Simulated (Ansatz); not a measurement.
A (10,0) GaN nanotube has 40 atoms in a period of 5.541 Å, a mean diameter of 10.33 Å, and lies 39 meV/atom over the flat sheet relaxed at the same level.

The numbers are results of PBE (plane waves to 420 eV, PAW; Ansatz, an electronic-structure program), not measurements. Mesh 1×1×6. No spin polarisation. Periodic along z alone, with about 11 Å of vacuum beside it. A hypothetical model, rolled from the flat sheet. It keeps the symmetry and period of its start, so it need not be a minimum against all distortions.

Task: Which bending rigidity of the sheet does this imply in the thin-plate picture?

Result: A plate bent to radius R stores D/(2R²) an area. The area an atom is π × 10.33 × 5.541/40 = 4.50 Å², so the stored energy is 0.039/4.50 = 0.0087 eV/Å². With R = 5.165 Å, D = 2R² × 0.0087 = 0.46 eV.
